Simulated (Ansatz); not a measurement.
## Response to strain in Rb3InCl6

Base system: Rb3InCl6 (space group Fm-3m, No. 225; a = 11.128 Å; a cell from a computed database, its experimental status unchecked). Axes: x, y, z lie along the cube axes.

Strains are applied to the cell and any free atomic positions relax; under biaxial strain the out-of-plane vector relaxes too.

Calculations: plane-wave PAW DFT at the r2SCAN level (Ansatz, a program for electronic structure, 500 eV), scalar-relativistic without spin-orbit coupling.

Notes on the quantities. energy relative to the base: free energy F.

| case | energy relative to the base | electron mass | band gap | space group |
|---|---|---|---|---|
| base | 0 meV/atom | 0.50 mₑ (at Γ) | 4.43 eV | Fm-3m (No. 225) |
| biaxial strain −2.27 %, plane normal [110], relaxed out of plane | -0.8 meV/atom | 0.54 mₑ out of plane, 0.50 mₑ in plane (at Γ) | 4.41 eV | Immm (No. 71) |
| uniaxial strain ε_yy = +4.52 % | +8.1 meV/atom | 0.54 mₑ along y, 0.50 mₑ across (at Γ) | 4.27 eV | I4/mmm (No. 139) |
| uniaxial strain ε_zz = −3.67 % | +7.4 meV/atom | 0.47 mₑ along z, 0.51 mₑ across (at Γ) | 4.57 eV | I4/mmm (No. 139) |

Masses are band curvatures over ±0.01 Å⁻¹ around the edge. Stability against distortions was not tested. Under biaxial strain −2.27 %, plane normal [110], relaxed out of plane the cell ends below the base's energy or with stress of the wrong sign: the atoms slid into a distortion or the cell is elastically unstable, so the base is not a stable minimum at this level.
